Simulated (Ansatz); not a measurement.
Results of HSE06 in Ansatz (plane waves, PAW) for Ag₂S (within 0.1 Å of Cmcm, No. 63, 6 atoms in the cell; start mp-556225; a measured phase of this formula has another space group).

Settings: plane-wave cutoff 460 eV, 6×4×6 k mesh (along the axes of the cell as run), Fermi–Dirac smearing 0.01 eV, no spin polarisation, scalar-relativistic PAW data made under PBE.

Cell (relaxed with PBEsol):

```cif
data_Ag8S4
_chemical_formula_sum 'Ag8 S4'
_space_group_name_H-M_alt 'Cmcm'
_space_group_IT_number 63
_space_group_name_Hall '-C 2c 2'
_cell_length_a 4.65704
_cell_length_b 6.92446
_cell_length_c 7.20415
_cell_angle_alpha 90.000
_cell_angle_beta 90.000
_cell_angle_gamma 90.000
loop_
_space_group_symop_operation_xyz
  'x, y, z'
  '-x, -y, -z'
  '-x, -y, z+1/2'
  'x, y, -z+1/2'
  'x, -y, -z'
  '-x, y, z'
  '-x, y, -z+1/2'
  'x, -y, z+1/2'
  'x+1/2, y+1/2, z'
  '-x+1/2, -y+1/2, -z'
  '-x+1/2, -y+1/2, z+1/2'
  'x+1/2, y+1/2, -z+1/2'
  'x+1/2, -y+1/2, -z'
  '-x+1/2, y+1/2, z'
  '-x+1/2, y+1/2, -z+1/2'
  'x+1/2, -y+1/2, z+1/2'
loop_
_atom_site_label
_atom_site_type_symbol
_atom_site_symmetry_multiplicity
_atom_site_Wyckoff_symbol
_atom_site_fract_x
_atom_site_fract_y
_atom_site_fract_z
_atom_site_occupancy
Ag1 Ag 4 c 0.00000 0.10808 0.75000 1
Ag2 Ag 4 b 0.00000 0.50000 0.00000 1
S1 S 4 c 0.00000 0.27236 0.25000 1
```
(The calculation used a cell of 6 atoms; values per cell refer to that cell.)

### Question
Give the computed band gap.

### Answer

- band gap = 2.14 eV (on the SCF k mesh)

Note: cell and atoms aren't relaxed at this level (pressure 4.8 GPa).

Spin–orbit coupling is not included.

Static lattice: no zero-point or thermal effects.

The result took about 10 core-minutes (a rough figure).

A start named mp-… is a Materials Project structure, which need not be a measured phase.

Ansatz is a program for electronic structure.
